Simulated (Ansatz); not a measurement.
# GaN: response to strain

Start from GaN in the zinc blende structure (space group F-43m, No. 216; a = 4.498 Å). Axes: x, y, z lie along the cube axes.

Strains are applied to the cell and any free atomic positions relax.

All numbers come from PBEsol (Ansatz, a quantum-chemistry and plane-wave program), no SOC.

Notes on the quantities. energy relative to the base: free energy F.

```csv
uniaxial strain ε_zz (%),energy relative to the base (meV/atom)
0,0.0
0.5,0.2
1,1.0
1.5,2.2
2,?
2.5,5.9
3,8.5
```

Q: Fit ΔE = Aε² + Bε³ (ε in %) to the rows shown and predict the withheld row.

A: Least squares on the printed values gives A = 0.988 and B = -0.015 meV/atom (largest residual 0.0 meV/atom); this predicts 3.8 meV/atom, and the run gives 3.8 meV/atom, in agreement.

Stability against distortions was not tested. This is not the structure that GaN has at room temperature and ambient pressure.
